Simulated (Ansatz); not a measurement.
ReC (P-6m2): band-structure transport figures

```
ReC
1.0
    2.85737     0.00000     0.00000
   -1.42868     2.47455     0.00000
    0.00000     0.00000     2.79225
Re C
1 1
Cartesian
  0.00000   0.00000   0.00000
  0.00000   1.64970   1.39613
```

Level of theory: PBEsol, rigid bands (plane waves, PAW, scalar-relativistic; Ansatz, a first-principles code). Cell: cell and atoms relaxed with PBEsol.

* **density of states at the Fermi level**: 0.771 states/(eV·cell), both spins
* **bare Sommerfeld coefficient**: 0.91 mJ/(mol of atoms·K²)
* **Drude plasma energy**: 7.1 (x), 7.1 (y), 7.9 (z) eV
* **root-mean-square Fermi velocity**: 7.3e5 m/s
* **resistivity times τ**: 9.7 (x), 9.7 (y), 7.9 (z) ×10⁻²² Ω·m·s

A metal at this level (no band gap); rigid bands, thermally averaged at 300 K, both spins. Spin-orbit coupling is left out, which matters with elements this heavy. τ is one relaxation time for all states.

Computed structure with no diffraction record at hand here (it may be known, metastable or hypothetical): ReC (P-6m2).
